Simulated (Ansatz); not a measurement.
CaO: pressure series

Consider CaO in the rock salt structure (space group Fm-3m, No. 225; a = 4.7670 Å).

Cell and atoms are relaxed at each pressure.

Method: PBEsol (Ansatz, a first-principles code; PAW; 420 eV plane waves; spin-orbit coupling left out).

```tsv
P (GPa)	V (Å³/atom)
-2.00	13.787
-1.00	13.661
0.29	13.508
0.68	13.463
1.50	13.372
3.00	13.213
5.00	13.015
7.50	12.788
10.00	12.580
```

### Question
Fit a third-order Birch–Murnaghan equation of state.

### Answer
Least squares on P(V) = (3B₀/2)[(V₀/V)^(7/3) − (V₀/V)^(5/3)]·[1 + (3/4)(B₀′ − 4)((V₀/V)^(2/3) − 1)] gives V₀ = 13.54 Å³/atom, B₀ = 116 GPa and B₀′ = 4.4.

Measured bulk modulus of CaO: 120 GPa (0 K or low temperature; as listed in Wei Chen et al., Physical Review Materials (2018)); the computed value is 4 % below it.

Between the base and pressure 10 GPa the gap moves from 3.54 eV to 3.49 eV, a mean slope of -5.3 meV/GPa.

Load acts through the strain it causes; cell and atoms are relaxed under it. Whether these cells are dynamically stable was not tested. Competing high-pressure phases were not computed. The base started in Cmce and relaxed to Fm-3m at this level.
